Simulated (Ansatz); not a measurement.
The starting structures come from a database of crystals and need not be the phases stable at ambient conditions.

Tunnelling through a barrier is set by its complex band structure: the current falls as exp(−2κd) with the smallest κ.

Given:

```
CELL_PARAMETERS angstrom
      4.01132     0.00000     0.00000
      2.00566     6.64751     0.00000
      2.00566     0.60514     3.42079
ATOMIC_POSITIONS crystal
  Al 0.99976 0.00072 0.99976
  Ga 0.50014 0.49959 0.50014
  As 0.12484 0.62547 0.12484
  As 0.62528 0.12417 0.62528
```

Space group of this cell: R3m. The cell is taken as given.

Transport runs along the normal of the first two printed cell vectors, the (101) plane of the conventional cell.

No gap correction and no spin-orbit coupling; mid-gap values are interpolated between computed energies.

### Question
Estimate the band gap and the smallest decay constant κ at mid-gap that r2SCAN (Ansatz, a first-principles code) returns for this system.

### Answer
Gap 1.34 eV on a 10×10×10 mesh; κ = 0.081 1/Å, at the zone centre.
